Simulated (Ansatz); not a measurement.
Take Rh in the fcc (Cu type) structure (space group Fm-3m, No. 225; a = 3.8000 Å) as the base.

The other end (x = 1) is Bi in the fcc (Cu type) structure (space group Fm-3m, No. 225; a hypothetical phase, not in the database extracts checked): 31.33 Å³/atom, gap zero; this end may not be an ambient phase.

The values are results of Ansatz (a quantum-chemistry and plane-wave program) r2SCAN, scalar-relativistic without spin-orbit coupling, not measurements.

Bi replaces a fraction x of Rh; each row is one arrangement (x, atoms in the cell, starting space group or random), fully relaxed.

One change was made to it. Results:

```json
[
 {"quantity": "mixing energy (to 0.01 eV only: unlike meshes or grids) (against an end that may be hypothetical)", "base": "–", "after": "+0.32 eV/atom"},
 {"quantity": "deviation of the volume from the linear (Vegard-type) interpolation", "base": "–", "after": "-6.9 %"},
 {"quantity": "shortest interatomic distance", "base": "2.687 Å", "after": "2.735 Å"}
]
```

Question: Which of these changes matches the shifts?
A. x(Bi) = 0.333, 3 atoms, P-3m1
B. x(Bi) = 0.25, 4 atoms, I4/mmm
C. x(Bi) = 0.75, 4 atoms, C2/m
D. x(Bi) = 0.25, 4 atoms, P4/mmm
E. x(Bi) = 0.333, 3 atoms, I4/mmm

Answer: A, x(Bi) = 0.333, 3 atoms, P-3m1. For comparison, the mixing energy in the other runs: x(Bi) = 0.25, 4 atoms, P4/mmm gives +0.12 eV/atom; x(Bi) = 0.25, 4 atoms, I4/mmm gives 0.00 eV/atom; x(Bi) = 0.333, 3 atoms, I4/mmm gives +0.17 eV/atom; x(Bi) = 0.75, 4 atoms, C2/m gives -0.18 eV/atom.

Each cell is one ordered arrangement of few atoms, which overstates ordering effects compared with a random alloy. Whether these cells are dynamically stable was not tested. The final runs are not spin-polarised. An odd electron count without spin: BiRh2. BiRh3, BiRh2 and Bi3Rh have a high density of states at the Fermi level and may be magnetic at this level. Under x(Bi) = 0.333, 3 atoms, P-3m1, x(Bi) = 0.25, 4 atoms, P4/mmm and x(Bi) = 0.333, 3 atoms, I4/mmm and more the cell changed shape so far that it is another structure.
